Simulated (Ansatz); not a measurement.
Consider TiAl (space group P4/mmm, No. 123; a = 2.8127 Å, c = 4.0619 Å; relaxed with 0.1 eV smearing). Axes: x, y, z lie along a, b, c of the conventional cell.

Level of theory: DFT with r2SCAN, PAW potentials and a 500 eV plane-wave cutoff in Ansatz (an electronic-structure program), no spin-orbit coupling, earlier PAW set.

For the base:

```
Property                        Result
-----------------------------  -------
Shortest interatomic distance  2.813 Å
```

Modification: tensor shear ε_yz = +2.52 % (engineering shear γ = 0.0504); the atoms relax in the strained cell.

Question: Predict the new energy relative to the base.

Answer: The energy goes up by 16 meV/atom.

Question: How does this affect the shortest interatomic distance?

Answer: The shortest interatomic distance drops by 0.0205 Å, from 2.813 Å to 2.792 Å.

Question: Estimate the effect on the stress.

Answer: The stress (xx, yy, zz, yz, xz, xy; compression positive) is (0.4, 0.3, 0.5, -6.2, 0.0, 0.0) GPa.

Whether these cells are dynamically stable was not tested. All final runs are without spin polarisation.
